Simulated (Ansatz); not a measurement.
By PBEsol, the system below comes out a metal.

Without scattering a metal conducts by its projected Fermi surface.

Consider the following.

```xyz
2
Lattice="2.6144 0.0000 0.0000 0.0000 4.8732 0.0000 1.3072 0.0000 2.2641" Properties=species:S:1:pos:R:3 pbc="T T T"
Zn     1.3072     3.6549     0.7547
Zn     2.6144     1.2183     1.5094
```

The cell is taken as given; by PBEsol it stands under a pressure of -1.3 GPa.

The current flows along the normal of the first two printed cell vectors, the (100) plane of the conventional cell. No spin-orbit coupling; the value is a mean over 0.1 eV about the Fermi level.

Q: Predict the ballistic conductance per area from PBEsol (Ansatz, a quantum-chemistry and plane-wave program).

A: 0.72 × 10¹⁵ S/m² for both spins.
